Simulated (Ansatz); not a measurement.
What isotropic strain −0.75 % does to ZnGeP2

The parent structure is ZnGeP2 in the chalcopyrite structure (space group I-42d, No. 122; a = 5.424 Å, c = 10.710 Å).

Perturbation: an isotropic linear strain of −0.75 %; the atoms relax in the strained cell.

Level of theory: Ansatz (a program for electronic structure) PBEsol, without spin-orbit coupling. Settings: 9×9×9 k-points, 0.05 eV Fermi–Dirac smearing.

| quantity | base | changed | shift |
|---|---|---|---|
| volume per atom | 19.69 Å³ | 19.25 Å³ | -0.44 Å³ |
| space group | I-42d (No. 122) | I-42d (No. 122) | – |
| shortest interatomic distance | 4.410 bohr | 4.380 bohr | -0.030 bohr |
| energy relative to the base (free energy F) | 0 meV/atom | +2.7 meV/atom | +2.7 meV/atom |
| pressure (mean of the normal stresses, compression positive) | 0.00 GPa | 1.98 GPa | +1.98 GPa |
| band gap | 1.07 eV | 1.03 eV | -0.034 eV |
| gap character | indirect, Γ → M–S (33 % along) | indirect, Γ → M–S (33 % along) | – |
| mean gap deformation potential ΔEg/Δln V | – | +1.5 eV | – |
| width of the top valence band | 1.50 eV | 1.55 eV | +0.056 eV |
| hole mass | 0.096 mₑ along c, 0.33 mₑ across (at Γ) | 0.10 mₑ along c, 0.32 mₑ across (at Γ) | – |
| valence-band top at Γ (three highest levels, from the VBM) | 0.00, -0.07, -0.07 eV | 0.00, -0.07, -0.07 eV | – |

Cost of the whole job for the changed cell (relaxation, final SCF and bands): around 4 core-minutes (rough).

Effective masses come from finite differences of ±0.01 Å⁻¹. Whether these cells are dynamically stable was not tested.
